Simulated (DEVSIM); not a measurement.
Device: abrupt Si p-n junction, at 400 K.

Layer 1 from the left is Si, thickness (μm) 0.100, Na (cm⁻³) 8.8e16, τn (s) 1.9e-5, τp (s) 1.9e-5. Layer 2 from the left is Si, thickness (μm) 83.0, Nd (cm⁻³) 3.8e14, τn (s) 1.9e-5, τp (s) 1.9e-5.

Left contact: ohmic. Right contact: ohmic. Voltage is applied to the left contact. Recombination: SRH at mid-gap, radiative. Mobility is constant in doping.

This is a model device: material constants are rounded textbook-type values typed into the input, and sizes, dopings and lifetimes were drawn at random. Values at 300 K; Nc and Nv go as T^1.5, mobilities as T to minus their exponent, the gap by Varshni's rule with the affinity fixed.

Si: gap (eV) 1.124, affinity (eV) 4.05, permittivity 11.7, Nc (cm⁻³) 2.86e19, Nv (cm⁻³) 3.1e19, μn (cm²/Vs) 1417, μp (cm²/Vs) 470, T exponent of μn 2.3, T exponent of μp 2.2, B (cm³/s) 4.7e-15, Varshni α (eV/K) 0.000473, Varshni β (K) 636.

DEVSIM, 1D drift-diffusion, Boltzmann statistics, complete ionisation; no tunnelling, impact ionisation, image-force lowering or self-heating.

**Question.** What does the simulation give for the dark forward voltage at 1 A/cm², the potential step across the device at zero bias, the largest field in the device at zero bias?

**Answer.** dark forward voltage at 1 A/cm² 0.408 V; potential step across the device at zero bias 0.478 V; largest field in the device at zero bias 19000 V/cm.
